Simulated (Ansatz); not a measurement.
The starting structures come from a database of crystals and need not be the phases stable at ambient conditions.

 Where the default PAW files enter, the runs use the earlier of Ansatz's two default sets.

Data:

```xyz
28
Lattice="3.8077 0.0000 0.0000 -1.9039 3.2976 0.0000 0.0000 0.0000 43.5985" Properties=species:S:1:pos:R:3 pbc="T T T"
Zn     0.0000     0.0000     6.2390
Zn     0.0000     2.1984    28.0295
Zn     0.0000     2.1984     9.3432
Zn     1.9039     1.0992     3.1173
Zn     0.0000     0.0000    37.3683
Zn     0.0000     0.0000    24.9209
Zn     0.0000     2.1984    34.2554
Zn     0.0000     2.1984    15.5734
Zn     0.0000     2.1984     0.0000
Zn     0.0000     0.0000    18.6820
Zn     1.9039     1.0992    40.4812
Zn     1.9039     1.0992    12.4561
Zn     1.9039     1.0992    21.7949
Zn     1.9039     1.0992    31.1424
S      0.0000     0.0000     8.5671
S      1.9039     1.0992    14.7930
S      0.0000     0.0000    39.7008
S      0.0000     2.1984    36.5923
S      0.0000     2.1984    17.9016
S      1.9039     1.0992    24.1362
S      0.0000     2.1984    11.6757
S      1.9039     1.0992    33.4793
S      1.9039     1.0992    42.8138
S      0.0000     2.1984    30.3577
S      0.0000     2.1984     2.3369
S      0.0000     0.0000    21.0101
S      0.0000     0.0000    27.2534
S      1.9039     1.0992     5.4542
```

Space group of this cell: P3m1. The cell is taken as given.

Calculation: r2SCAN (plane waves, PAW; Ansatz, an electronic-structure program).

The current runs along the normal of the first two printed vectors; no spin-orbit coupling. Scaled by the factor s: the length along the current (ions clamped). Meshes 12×12×1 and 12×12 across the current in all rows.

| s | mean pressure (GPa) | band gap (eV) |
|---|---|---|
| 0.97 | 2.8 | ? |
| 1.00 | 0.1 | 2.72 |
| 1.03 | -2.0 | 2.53 |

Task: Take the slope of the band gap against ln s from the two given rows, extrapolate to s = 0.97, and say what the run there gives.

Result: Slope = (2.53 − 2.72) / ln 1.03 = -6.43 eV. The line gives 2.72 + (-6.43) × ln 0.97 = 2.92 eV. The run gives 2.82 eV, 0.10 eV under the line, 49 % of the predicted step.
